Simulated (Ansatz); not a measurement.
The reference is Hf in the hcp (Mg type) structure (space group P6_3/mmc, No. 194; a = 3.1581 Å, c = 5.0045 Å; relaxed with 0.1 eV smearing). Axes: x lies along a and z along c of the hexagonal cell.

Computed with plane-wave PAW DFT at the PBEsol level (Ansatz, a quantum-chemistry and plane-wave program, 420 eV), scalar-relativistic without spin-orbit coupling.

For the base:

| Property | Value |
|---|---|
| Shortest interatomic distance | 3.096 Å |

Perturbation: a pure shear with ε_xz = ε_zx = 0.0086; the atoms relax in the strained cell.

Question: Predict the new energy relative to the base and shortest interatomic distance.

Answer: The energy goes up by 1.0 meV/atom; the shortest interatomic distance drops by 0.022 Å (3.096 Å → 3.074 Å).

Stability against distortions was not tested. The final runs are not spin-polarised.
